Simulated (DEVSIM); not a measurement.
System: illuminated Si n-on-p cell, one wavelength, at 300 K.

Layer 1 from the left is Si, thickness (μm) 0.730, Nd (cm⁻³) 1.6e18, τn (s) 6.7e-5, τp (s) 5.5e-5, absorption coefficient (cm⁻¹) 23000. Layer 2 from the left is Si, thickness (μm) 41.0, Na (cm⁻³) 2e17, τn (s) 0.00042, τp (s) 0.00042, absorption coefficient (cm⁻¹) 23000.

Left contact: ohmic, minority hole recombination velocity 30000 cm/s. Right contact: ohmic, minority electron recombination velocity 20 cm/s. Voltage is applied to the left contact. Recombination: SRH at mid-gap, radiative, Auger. Light enters at the left, 5.2e16 photons cm⁻² s⁻¹, one pass, no reflection. Mobility is μmin + (μ − μmin)/(1 + (N/Nref)^α).

This is a model device: material constants are rounded textbook-type values typed into the input, and sizes, dopings and lifetimes were drawn at random. Values at 300 K.

Si: gap (eV) 1.124, affinity (eV) 4.05, permittivity 11.7, Nc (cm⁻³) 2.86e19, Nv (cm⁻³) 3.1e19, μn (cm²/Vs) 1417, μp (cm²/Vs) 470, μn,min 52, μp,min 45, Nref,n 9.7e16, Nref,p 2.2e17, αn 0.68, αp 0.72, B (cm³/s) 4.7e-15, Cn (cm⁶/s) 2.8e-31, Cp (cm⁶/s) 9.9e-32.

Simulated with DEVSIM: 1D drift-diffusion, Boltzmann statistics, complete ionisation; no tunnelling, impact ionisation, image-force lowering or self-heating.

Dark forward current:

```
|V| (V)  |J| (A/cm²)
-------  -----------
0.20       5.510e-10
0.25        3.573e-9
0.30        2.405e-8
0.35        1.645e-7
0.40        1.133e-6
0.45        7.822e-6
0.50        5.406e-5
0.55       0.0003738
0.60        0.002585
0.65         0.01787
0.70          0.1234
0.75          0.8423
0.80           5.402
0.85           28.23
0.90           114.9
0.95           411.9
1.00            1282
1.05            3042
```

Work out the local ideality factor n = ΔV / (kT/q · ln(J2/J1)) between the rows 0.20 and 0.25 V, 0.55 and 0.60 V, 1.00 and 1.05 V.

kT/q = 25.85 mV. From 0.20 to 0.25 V: ln(3.573e-9/5.510e-10) = 1.869, n = 1.03, near the 1 of diffusion or emission over a barrier. From 0.55 to 0.60 V: ln(0.002585/0.0003738) = 1.934, n = 1.00, near the 1 of diffusion or emission over a barrier. From 1.00 to 1.05 V: ln(3042/1282) = 0.864, n = 2.24.

What current could the absorbed light give at most, and what share is collected?

Σ αd = 96.0, so qΦ(1 − exp(−Σ αd)) = 8.33 mA/cm². The simulated short-circuit current is 6.632 mA/cm², a share of 0.80.

Estimate the open-circuit voltage by superposition: the voltage at which the dark current equals that short-circuit current.

Interpolating ln J in the table gives 0.624 V. The simulation gives 0.624 V, the same within the digits that matter. Superposition holds where collection doesn't change with voltage.

Estimate the fill factor from FF0 = (v − ln(v + 0.72))/(v + 1), v = qVoc/(nkT), with n from the dark curve.

The rows about Voc, 0.60 and 0.65 V, give n = 1.00, so v = 24.1 and FF0 = 0.832. The simulation gives 0.831, the same within the digits that matter.
